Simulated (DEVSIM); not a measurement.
Device: Al0.2Ga0.8As/GaAs p-n heterojunction, at 350 K.

Layer 1 from the left is Al0.2Ga0.8As, thickness (μm) 0.370, Na (cm⁻³) 1.1e18, τn (s) 8e-9, τp (s) 8e-9. Layer 2 from the left is GaAs, thickness (μm) 0.630, Nd (cm⁻³) 6.4e16, τn (s) 8e-9, τp (s) 8e-9.

Left contact: ohmic. Right contact: ohmic. Voltage is applied to the left contact. Recombination: SRH at mid-gap, radiative. Mobility is μmin + (μ − μmin)/(1 + (N/Nref)^α).

This is a model device: material constants are rounded textbook-type values typed into the input, and sizes, dopings and lifetimes were drawn at random. Values at 300 K; Nc and Nv go as T^1.5, mobilities as T to minus their exponent, the gap by Varshni's rule with the affinity fixed.

Al0.2Ga0.8As: gap (eV) 1.6734, affinity (eV) 3.912, permittivity 12.33, Nc (cm⁻³) 6.04e17, Nv (cm⁻³) 9e18, μn (cm²/Vs) 4980, μp (cm²/Vs) 250, μn,min 500, μp,min 20, Nref,n 6e16, Nref,p 1.5e17, αn 0.39, αp 0.38, T exponent of μn 2.1, T exponent of μp 2.2, B (cm³/s) 2e-10, Varshni α (eV/K) 0.000541, Varshni β (K) 204. GaAs: gap (eV) 1.424, affinity (eV) 4.07, permittivity 12.9, Nc (cm⁻³) 4.7e17, Nv (cm⁻³) 9e18, μn (cm²/Vs) 8500, μp (cm²/Vs) 400, μn,min 500, μp,min 20, Nref,n 6e16, Nref,p 1.5e17, αn 0.39, αp 0.38, T exponent of μn 2.1, T exponent of μp 2.2, B (cm³/s) 2e-10, Varshni α (eV/K) 0.000541, Varshni β (K) 204.

Simulated with DEVSIM: 1D drift-diffusion, Boltzmann statistics, complete ionisation; no tunnelling, impact ionisation, image-force lowering or self-heating. Band offsets follow the typed affinities; no thermionic-emission limit at abrupt steps, no polarisation charge.

Problem. What does the simulation give for the dark forward voltage at 100 A/cm², the potential step across the device at zero bias?

Solution. dark forward voltage at 100 A/cm² 1.112 V; potential step across the device at zero bias 1.355 V.
